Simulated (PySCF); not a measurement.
PySCF 2.14.0, CCSD (frozen core)/def2-svp: Si(F)(Cl)2(Et) (CC[Si](F)(Cl)Cl), 11 atoms. The geometry is a generated start, not checked to be a minimum at this level.

```json
{
  "task": "ccsd",
  "basis": "def2-svp",
  "two_electron_scheme": "exact four-centre integrals",
  "frozen_core": "true",
  "mf.init_guess": "minao (default)",
  "mf.DIIS": "CDIIS (default)",
  "mf.diis_space": "8 (default)",
  "mf.conv_tol": "1e-09 (default)",
  "basis functions (reference run)": "121"
}
```

On 4 threads, 1 BLAS thread. Build: conda-forge: OpenMP (GNU), OpenBLAS with its own threads, libcint, Libxc. Each setting ran once; only counts and results are compared.

Values of mol.max_memory tried: 8000 MB, 4000 MB, 2000 MB, 1000 MB, 500 MB, 300 MB, 200 MB.

Question: Which of these memory settings still run, and by which path?

Answer: It runs down to 200 MB, the lowest tried, with the same result. At 8000 MB: SCF integrals in memory, transformation in memory. From 1000 MB down: SCF integrals in memory, transformation through a file. From 300 MB down: direct SCF, transformation through a file.

| mol.max_memory | path | peak memory |
|---|---|---|
| 8000 MB | SCF integrals in memory, transformation in memory | 1.1 GiB |
| 4000 MB | SCF integrals in memory, transformation in memory | 1.1 GiB |
| 2000 MB | SCF integrals in memory, transformation in memory | 1.1 GiB |
| 1000 MB | SCF integrals in memory, transformation through a file | 1.3 GiB |
| 500 MB | SCF integrals in memory, transformation through a file | 1.3 GiB |
| 300 MB | direct SCF, transformation through a file | 1.1 GiB |
| 200 MB | direct SCF, transformation through a file | 1.1 GiB |

Peak memory is the kernel's count for the largest process, libraries included and scratch files not. The peak passes the setting at 1000 MB, 500 MB, 300 MB, 200 MB: it is no hard cap.
